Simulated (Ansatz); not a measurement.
**SiGe (model structure, started from the h-BN type, P6₃/mmc, No. 194, 4 atoms in the cell): properties by level of theory**

```
level (code)         lattice constant a (Å)  c axis length (Å)
-------------------  ----------------------  -----------------
PBE (Ansatz)                          4.275              5.416
PBEsol (Ansatz)                           ?                  ?
PBE-D3(BJ) (Ansatz)                   4.219              5.369
```

Question: What belongs in the gaps?

Answer: 
- PBEsol (Ansatz, a program for electronic structure), lattice constant a (Å): 4.227
- PBEsol (Ansatz), c axis length (Å): 5.344

Ansatz's density-functional and Hartree–Fock values are scalar-relativistic unless marked +SOC, with PAW data made under PBE.

A model structure was made by putting elements into a prototype or built by hand; it is no filed structure, need not be a known phase, and can be a saddle point held by its symmetry.
